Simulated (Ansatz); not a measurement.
## How far PBE and r2SCAN part for CdS

Base system: CdS in the wurtzite structure (space group P6_3mc, No. 186; a = 4.197 Å, c = 6.830 Å).

(Cell as relaxed with PBE.)

Levels (all Ansatz, an electronic-structure program, PAW, earlier PAW set): PBE (420 eV, no spin-orbit coupling); r2SCAN (500 eV, no SOC).

Each level relaxes its own structure.

```csv
quantity,PBE,r2SCAN
volume per atom,26.04 Å³,[?]
lattice parameter a,4.197 Å,[?]
lattice parameter c,6.830 Å,[?]
band gap,1.11 eV,[?]
gap character,direct at Γ,[?]
electron mass,"0.12 mₑ along c, 0.13 mₑ across",[?]
```

Q: What does r2SCAN give?

A: 
- volume per atom, r2SCAN: 25.41 Å³
- lattice parameter a, r2SCAN: 4.164 Å
- lattice parameter c, r2SCAN: 6.769 Å
- band gap, r2SCAN: 1.63 eV
- gap character, r2SCAN: direct at Γ
- electron mass, r2SCAN: 0.15 mₑ along c, 0.16 mₑ across

PBE's volume per atom lies 0.63 Å³ above r2SCAN's (2.5 %); PBE's lattice parameter a lies 0.0323 Å above r2SCAN's (0.8 %); PBE's lattice parameter c lies 0.061 Å above r2SCAN's (0.9 %); PBE's band gap lies 0.52 eV below r2SCAN's; the two agree on the gap character. Neither level is exact; r2SCAN is the comparison here, not a measurement.

Masses are band curvatures over ±0.01 Å⁻¹ around the edge. No phonon test of stability was made.
